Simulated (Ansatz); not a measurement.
We consider CdSiN2 (model structure, started from the MgZrN2 type, I4₁/amd, No. 141, 8 atoms in the cell), described by PBEsol (plane waves, PAW; Ansatz, a quantum-chemistry and plane-wave program).

Settings: plane-wave cutoff 520 eV, 18×18×18 k mesh, Fermi–Dirac smearing 0.05 eV, scalar-relativistic PAW data made under PBE.

Cell (relaxed at this level):

```cif
data_Cd2N4Si2
_chemical_formula_sum 'Cd2 Si2 N4'
_space_group_name_H-M_alt 'P 1'
_space_group_IT_number 1
_cell_length_a 5.35872
_cell_length_b 5.35872
_cell_length_c 5.35872
_cell_angle_alpha 131.805
_cell_angle_beta 131.805
_cell_angle_gamma 70.538
loop_
_space_group_symop_operation_xyz
  'x, y, z'
loop_
_atom_site_label
_atom_site_type_symbol
_atom_site_fract_x
_atom_site_fract_y
_atom_site_fract_z
_atom_site_occupancy
Cd1 Cd 0.50000 0.50000 0.00000 1
Cd2 Cd 0.25000 0.75000 0.50000 1
Si1 Si 0.75000 0.25000 0.50000 1
Si2 Si 0.00000 0.00000 0.00000 1
N1 N 0.54569 0.04569 0.50000 1
N2 N 0.79569 0.79569 0.00000 1
N3 N 0.20431 0.20431 0.00000 1
N4 N 0.95431 0.45431 0.50000 1
```

### Question
Estimate the band gap and smallest direct gap on the k points sampled that the calculation returns.

### Answer

- band gap = 0.92 eV
- smallest direct gap on the k points sampled = 1.51 eV

Note: the relaxation could raise the start's symmetry but not lower it, so the cell can be a saddle point.

Spin–orbit coupling is not included.

A model structure was made by putting elements into a prototype or built by hand; it is no filed structure, need not be a known phase, and can be a saddle point held by its symmetry.
